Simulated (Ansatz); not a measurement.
## SnO2 under a change: uniaxial strain ε_zz = −0.60 %

The parent structure is SnO2 in the rutile structure (space group P4_2/mnm, No. 136; a = 4.7692 Å, c = 3.2120 Å). Axes: x, y, z lie along a, b, c of the conventional cell.

Modification: uniaxial strain ε_zz = −0.60 %, all other strain components held at zero; the atoms relax in the strained cell.

Computed with PBEsol in Ansatz (plane waves to 420 eV, PAW, no SOC). Settings: 7×7×10 k-points, 0.05 eV Fermi–Dirac smearing.

The space group is still P4_2/mnm (No. 136) and the shortest interatomic distance hardly moves (2.066 Å against 2.064 Å). The energy increases by 0.5 meV/atom and the band gap rises by 0.08 eV to 1.00 eV. The gap character remains direct at Γ and the width of the top valence band is nearly the same (1.24 eV against 1.25 eV). The electron mass goes from 0.17 mₑ along c, 0.19 mₑ across (at Γ) to 0.17 mₑ along z, 0.19 mₑ across (at Γ) and the hole mass goes from 1.7 mₑ along c, 1.3 mₑ across (at Γ) to 1.8 mₑ along z, 1.2 mₑ across (at Γ). The valence-band top at Γ (three highest levels, from the VBM) goes from 0.00, -0.77, -0.77 eV to 0.00, -0.79, -0.79 eV and the stress (xx, yy, zz, yz, xz, xy; compression positive) is (0.88, 0.88, 2.47, 0.00, 0.00, 0.00) GPa.

Masses are band curvatures over ±0.01 Å⁻¹ around the edge. Gaps are read on the SCF mesh and a high-symmetry path. Stability against distortions was not tested.

Ansatz is a quantum-chemistry and plane-wave program.
